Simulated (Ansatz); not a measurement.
Base system: TiN in the rock salt structure (space group Fm-3m, No. 225; a = 4.2331 Å; relaxed with 0.1 eV smearing). Axes: x, y, z lie along the cube axes.

Method: r2SCAN, PAW, 500 eV (Ansatz, an electronic-structure program; spin-orbit coupling left out).

Strains are applied to the cell and any free atomic positions relax; under biaxial strain the out-of-plane vector relaxes too; under stress the whole cell relaxes.

One change was made to it. Results:

```csv
quantity,base,after
energy relative to the base (free energy F),0 meV/atom,+3.0 meV/atom
volume per atom,9.48 Å³,9.40 Å³
```

Q: Name the change that was made.
(A) uniaxial stress, 8 GPa compression along x
(B) uniaxial strain ε_zz = +1.11 %
(C) biaxial strain −4.81 %, plane normal [001], relaxed out of plane
(D) uniaxial stress, 5 GPa tension along x

A: A, uniaxial stress, 8 GPa compression along x. For comparison, the volume per atom in the other runs: biaxial strain −4.81 %, plane normal [001], relaxed out of plane gives 8.78 Å³; uniaxial strain ε_zz = +1.11 % gives 9.59 Å³; uniaxial stress, 5 GPa tension along x gives 9.54 Å³.

Beyond what the load breaks, stability against distortions was not tested. All final runs are without spin polarisation. An odd electron count without spin: TiN.
